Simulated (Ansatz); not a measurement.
## As (model structure, started from the lonsdaleite type, P6₃/mmc, No. 194, 4 atoms in the cell)

Method: PBEsol in Ansatz (PAW).

Settings: plane-wave cutoff 520 eV, 18×18×10 k mesh (along the axes of the cell as run), Fermi–Dirac smearing 0.05 eV, scalar-relativistic PAW data made under PBE.

Cell (relaxed at this level):

```cif
data_As4
_chemical_formula_sum 'As4'
_space_group_name_H-M_alt 'P63/mmc'
_space_group_IT_number 194
_space_group_name_Hall '-P 6c 2c'
_cell_length_a 4.54699
_cell_length_b 4.54699
_cell_length_c 5.65468
_cell_angle_alpha 90.000
_cell_angle_beta 90.000
_cell_angle_gamma 120.000
loop_
_atom_site_label
_atom_site_type_symbol
_atom_site_symmetry_multiplicity
_atom_site_Wyckoff_symbol
_atom_site_fract_x
_atom_site_fract_y
_atom_site_fract_z
_atom_site_occupancy
As1 As 4 f 0.33333 0.66667 0.03189 1
```

```json
{
 "band_gap": "none",
 "bulk_modulus": "44.8 GPa"
}
```

Note: the bulk modulus is −V dP/dV from two relaxed cells at ±2 % in volume; the relaxation could raise the start's symmetry but not lower it, so the cell can be a saddle point.

Spin–orbit coupling is not included.

Static lattice: no zero-point or thermal effects.

A model structure was made by putting elements into a prototype or built by hand; it is no filed structure, need not be a known phase, and can be a saddle point held by its symmetry.

Ansatz is a program for electronic structure.
